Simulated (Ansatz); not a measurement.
## La2O3: pressure series

The reference is La$_{2}$O$_{3}$ (space group P-3m1, No. 164; a = 3.940 Å, c = 6.188 Å).

Cell and atoms are relaxed at each pressure.

All numbers come from PBE (Ansatz, an electronic-structure program, PAW, without spin-orbit coupling).

| P (GPa) | V (Å³/atom) |
|---|---|
| -2.00 | 16.961 |
| -1.00 | 16.798 |
| 0.90 | 16.507 |
| 2.10 | 16.335 |
| 4.50 | 16.013 |
| 8.99 | 15.478 |
| 14.99 | 14.869 |
| 22.50 | 14.237 |
| 30.00 | 13.717 |

A third-order Birch–Murnaghan fit to these points gives V₀ = 16.64 Å³/atom, B₀ = 108 GPa and B₀′ = 3.8. At pressure 30 GPa the volume is 82.4 % of V₀.

Load acts through the strain it causes; cell and atoms are relaxed under it. Stability against distortions was not tested. Competing high-pressure phases were not computed.
